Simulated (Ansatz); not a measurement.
# MnBr2 (R-3m, No. 166, 3 atoms in the cell; start mp-569843; a measured phase of this formula has another space group)

Method: PBEsol (plane waves, PAW; Ansatz, an electronic-structure program).

Run with plane-wave cutoff 500 eV, 12×12×12 k mesh, gaussian smearing 0.02 eV, spin-polarised start, scalar-relativistic PAW data made under PBE.

Cell (relaxed at this level):

```cif
data_Br2Mn
_chemical_formula_sum 'Mn1 Br2'
_space_group_name_H-M_alt 'P 1'
_space_group_IT_number 1
_cell_length_a 6.91877
_cell_length_b 6.91877
_cell_length_c 6.91877
_cell_angle_alpha 31.887
_cell_angle_beta 31.887
_cell_angle_gamma 31.887
loop_
_space_group_symop_operation_xyz
  'x, y, z'
loop_
_atom_site_label
_atom_site_type_symbol
_atom_site_fract_x
_atom_site_fract_y
_atom_site_fract_z
_atom_site_occupancy
Mn1 Mn 0.00000 0.00000 0.00000 1
Br1 Br 0.74280 0.74280 0.74280 1
Br2 Br 0.25720 0.25720 0.25720 1
```

```
Quantity                       Result
--------  ---------------------------
band gap  1.24 eV (on the SCF k mesh)
```

Note: the magnetic order was assumed, not searched for or taken from measurement; the relaxation could not lower the start's symmetry, so the cell can be a saddle point above a distorted one; the cell has widely spaced layers and the level no dispersion term, so their spacing and the moduli can rest on weak binding.

Spin–orbit coupling is not included.

Static lattice: no zero-point or thermal effects.

The result took very roughly 11 core-minutes.

A start named mp-… is a Materials Project structure, which need not be a measured phase.
